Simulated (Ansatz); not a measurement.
The reference is MgSe in the rock salt structure (space group Fm-3m, No. 225; a = 5.473 Å). Axes: x, y, z lie along the cube axes.

Calculations: Ansatz (a program for electronic structure), r2SCAN, PAW, cutoff 500 eV, no SOC, earlier PAW set.

Now apply this change: biaxial strain −4.10 %, plane normal [111], relaxed out of plane (Cartesian); in-plane vectors clamped, the third vector and the atoms free.

### Question
Predict the new in-plane stress.

### Answer
The mean in-plane stress (compression positive) is +7.0 GPa.

### Question
How does this affect the energy relative to the base?

### Answer
The energy increases by 35 meV/atom.

Stability against distortions was not tested.
